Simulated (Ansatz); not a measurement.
N interstitial in wurtzite GaN (start: void with 3N nearest; 96-site cell, 2×2×2 shifted sampling). Level of theory: PBE, PAW (plane waves to 420 eV; Ansatz, a quantum-chemistry and plane-wave program). Total energies of the localised charge states, counted from that of charge +1, and their image corrections (point charge with alignment); the host's valence-band maximum lies at 9.259 eV on the cells' energy zero and its gap is 1.71 eV.

```csv
charge,moment (μB),E − E(first) (eV),correction (eV)
+1,2.0,0.000,0.256
0,1.0,10.738,0.000
```

**Question.** Derive the transition levels above the valence-band maximum and say which of them are thermodynamic.

**Answer.** A level is the Fermi energy at which two charges have equal formation energy: ε(q/q′) = [E(q′) + corr(q′) − E(q) − corr(q)] / (q − q′) − E_VBM.
ε(+1/0) = [(10.738 + 0.000) − (0.000 + 0.256)] / 1 − 9.259 = 1.22 eV
Thermodynamic levels at least 0.1 eV inside the gap: (+1/0) at 1.22 eV. They hold to tenths of an eV in this cell. Only the charges listed were compared. At charge −2 the carrier sat in host band states, shallow at most. Charge +2 has its level within 0.1 eV of a band edge or past it. Charge −1 has its level within 0.1 eV of a band edge or past it. The geometries come from one start. Flagged in the runs: a host whose relaxation on this sampling wasn't shown to rest.
